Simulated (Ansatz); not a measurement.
The starting structures come from a database of crystals and need not be the phases stable at ambient conditions.

By PBEsol, the system below comes out a metal.

A figure of merit of an interconnect metal is its ballistic conductance per area.

Data:

```
CELL_PARAMETERS angstrom
      2.99856     0.00000     0.00000
     -1.49928     2.59683     0.00000
      0.00000     0.00000     3.33229
ATOMIC_POSITIONS crystal
  W  0.00000 0.00000 0.00000
  B  0.33333 0.66667 0.50000
  B  0.66667 0.33333 0.50000
```

Space group of this cell: P6/mmm. The cell was relaxed by PBE-D3(BJ); by PBEsol its mean pressure is 1.2 GPa.

The current flows along the normal of the first two printed cell vectors, the (001) plane of the conventional cell. No spin-orbit coupling; the value is a mean over 0.1 eV about the Fermi level.

Task: Predict the ballistic conductance per area from PBEsol run with Ansatz (an electronic-structure program).

Result: 1.8 × 10¹⁵ S/m² for both spins.
